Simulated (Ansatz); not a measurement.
Start from Ta in the bcc (W type) structure (space group Im-3m, No. 229; a = 3.254 Å; relaxed with 0.1 eV smearing).

All numbers come from DFT with LDA, PAW potentials and a 420 eV plane-wave cutoff in Ansatz (a quantum-chemistry and plane-wave program), no spin-orbit coupling.

Before the change:

- Pressure = 0.0 GPa

Perturbation: every lattice vector is shortened by 1.00 %, atoms relaxed at fixed cell.

### Question
What happens to the energy relative to the base?

### Answer
The energy increases by 11 meV/atom.

### Question
How does this affect the pressure?

### Answer
The pressure goes from zero to 6.9 GPa.

The cells carry an imposed strain or load. No phonon test of stability was made. The final runs are not spin-polarised.
